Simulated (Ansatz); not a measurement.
Levels about the gap of amorphous Si$_{24}$O$_{51}$Al$_{2}$ (77 atoms in a cell of 1180 Å³, 2.17 g/cm³; zone centre alone, so wide bands show as single levels with stretches between that a denser mesh fills), at the geometry that PBE relaxed, where it gives 0.0 GPa on a denser mesh. The participation number counts the atoms over which a state spreads; weights are charges in smoothed Voronoi cells. The levels come from a single point, so bond lengths are those of that geometry. Method of the levels: PBE, scalar-relativistic without spin-orbit coupling (Ansatz, a program for electronic structure). Sampling: the zone centre alone; Fermi-Dirac width 0.02 eV; no spin polarisation. At PBE the levels at the filled edge of the gap are localised (band-tail or defect states), and the nearest spread-out levels lie 5.2 eV apart at the zone centre.

It comes from a melt-quench run on a machine-learned potential (CHGNet), relaxed afterwards by DFT. O atoms were pushed apart under 1.9 Å during the dynamics, to hinder bonds among them. The hot cell started wider than the set density and was brought back towards it in steps. It is the lowest in DFT energy of 2 quenches. It is a model cell: composition and starting density were chosen by hand, and all elements were melted together. No dispersion term was used. Its density started from a set value of 2.24 and ended at 2.17 g/cm³. Cooling (nominally 400 K/ps over its main leg) ran many orders faster than in experiment, which tends to leave more defects and strain. Values belong to this one cell and scatter from quench to quench. Volume and shape were free in the relaxation.

```tsv
E - E(highest filled), eV	filling	participation number	largest on	weight O	weight Si	weight Al
-0.60	filled	18.2	O, 2 neighbours	0.95	0.03	0.01
-0.56	filled	14.6	O, 2 neighbours	0.95	0.03	0.02
-0.48	filled	8.0	O, 2 neighbours	0.96	0.03	0.01
-0.45	filled	9.0	O, 2 neighbours	0.95	0.04	0.01
-0.38	filled	8.9	O, 2 neighbours	0.95	0.04	0.02
-0.09	filled	3.1	O, 2 neighbours	0.94	0.04	0.02
0.00	filled	3.8	O, 2 neighbours	0.95	0.04	0.01
4.62	empty	62.2	O, 3 neighbours	0.70	0.26	0.04
6.06	empty	32.7	O, 3 neighbours	0.67	0.27	0.06
6.19	empty	47.4	O, 2 neighbours	0.68	0.27	0.05
6.28	empty	39.2	Si, 4 neighbours	0.63	0.33	0.04
6.63	empty	33.6	O, 2 neighbours	0.67	0.29	0.04
6.72	empty	49.3	O, 2 neighbours	0.69	0.29	0.02
```

Most localised among these is the filled level at -0.09 eV, on a O atom, which has 2 neighbours (Si 1.62 Å, Al 1.81 Å).
